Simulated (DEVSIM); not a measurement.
Device: abrupt CdTe n-p junction, at 400 K.

Layer 1 from the left is CdTe, thickness (μm) 52.0, Nd (cm⁻³) 1.3e16, τn (s) 1.2e-9, τp (s) 1.2e-9. Layer 2 from the left is CdTe, thickness (μm) 0.840, Na (cm⁻³) 1.4e17, τn (s) 1.2e-9, τp (s) 1.2e-9.

Left contact: ohmic. Right contact: ohmic. Voltage is applied to the left contact. Recombination: SRH at mid-gap. Mobility is μmin + (μ − μmin)/(1 + (N/Nref)^α).

Constants are typed, rounded textbook-type inputs, not results; the design itself was drawn at random and stands for no fabricated device. Values at 300 K; Nc and Nv go as T^1.5, mobilities as T to minus their exponent, the gap by Varshni's rule with the affinity fixed.

CdTe: gap (eV) 1.5, affinity (eV) 4.28, permittivity 10.2, Nc (cm⁻³) 8e17, Nv (cm⁻³) 1.8e19, μn (cm²/Vs) 1000, μp (cm²/Vs) 80, μn,min 100, μp,min 10, Nref,n 1e17, Nref,p 1e17, αn 0.6, αp 0.6, T exponent of μn 1.7, T exponent of μp 1.5, Varshni α (eV/K) 0.00031, Varshni β (K) 108.

**Question.** Estimate by hand the built-in potential, the peak field at zero bias, the capacitance at 1.5 V, and compare with a numerical solution.

**Answer.** 
- Built-in potential: ni = √(Nc Nv) exp(−Eg/2kT) = 3.17e9 cm⁻³ with Eg = 1.471 eV; Vbi = kT/q ln(Na Nd/ni²) = 1.132 V; numerical 1.132 V.
- Peak field at zero bias: depletion approximation: W = √(2εVbi/(qN)) = 0.327 μm with N = 1.19e16 cm⁻³; field = 2Vbi/W = 69100 V/cm; numerical 67300 V/cm (estimate above by 2.7 %).
- Capacitance at 1.5 V: C = √(qεN / 2(Vbi + |V|)) = 18.1 nF/cm²; numerical 18.3 nF/cm² (estimate below by 1.3 %).

Simulated with DEVSIM: 1D drift-diffusion, Boltzmann statistics, complete ionisation; no tunnelling, impact ionisation, image-force lowering or self-heating.
